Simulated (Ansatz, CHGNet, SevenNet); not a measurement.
InP (model structure, started from the NiAs type, P6₃/mmc, No. 194, 4 atoms in the cell): properties by level of theory

```tsv
level (code)	lattice constant a (Å)	c axis length (Å)
CHGNet-r²SCAN	[?]	6.655
SevenNet-0	3.911	6.547
LDA (Ansatz)	3.785	6.507
PBE (Ansatz)	3.878	6.635
PBEsol (Ansatz)	[?]	6.555
```

**Question.** Fill in the missing entries.

**Answer.** 
- CHGNet-r²SCAN, lattice constant a (Å): 3.838
- PBEsol (Ansatz, a first-principles code), lattice constant a (Å): 3.815

Ansatz's density-functional and Hartree–Fock values are scalar-relativistic unless marked +SOC, with PAW data made under PBE.

A model structure was made by putting elements into a prototype or built by hand; it is no filed structure, need not be a known phase, and can be a saddle point held by its symmetry.
